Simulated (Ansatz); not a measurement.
**HfC: transverse stress against strain**

HfC (rock salt, Fm-3m, 12.223 Å³/atom at rest, cube axes along x, y and z) under a strain ε along a cube axis (axis z), the other axes held. PBEsol in Ansatz, a plane-wave DFT program (PAW, default set), 420 eV, 22×22×22 Γ-centred mesh, Fermi-Dirac smearing 0.10 eV; ions are relaxed within the symmetry of each cell. Stress is positive for a compressed cell.

Here s stands for strain and y for stress xx.

| strain (%) | stress xx (GPa) |
|---|---|
| -3.00 | ? |
| -1.50 | 1.59 |
| -1.00 | 1.05 |
| -0.50 | 0.52 |
| 0.00 | 0.00 |
| 0.50 | -0.51 |
| 1.00 | -1.01 |
| 1.50 | -1.50 |

Taking a straight line for y over the 7 complete rows: Means: s 0, y 0.020. About the means, the sum of products is -7.2100 and the sum of squares of s is 7.0000; the slope is their ratio. Least squares gives y = 0.020 - 1.0300·s. Residuals (row less fit): 0.025, 0.000, -0.015, -0.020, -0.015, 0.000, 0.025; standard error 0.020 (degrees of freedom: 5). The slope gives the elastic constant C12 = 103 ± 0.8 GPa.

Question: Estimate the missing y (s = -3.00); what did the run itself give?

Answer: y = 0.020 - 1.0300 × (-3.0) = 3.110 GPa. The calculation gives 3.27 GPa, 0.160 GPa above the prediction (3.4 % of the range of y in the table). The row lies outside the fitted rows, so this is an extrapolation. From the scatter of the fitted rows alone, a prediction at this place has a standard error of 0.032 GPa, so the miss is 5.0 times that.

One order more, fitted to all 13 runs of the series, follows each within 0.01, so the miss is the next term of a smooth law. In a metal these values are sensitive to mesh and smearing; energies are taken to zero smearing, stresses follow the free energy. Rows are the converged runs of the series near zero and its far end; series whose fitted rows scatter by over a few per cent of the range, as at a crossing or softening among them, aren't shown in this form. Most that stay on the fit to the last digits aren't either.
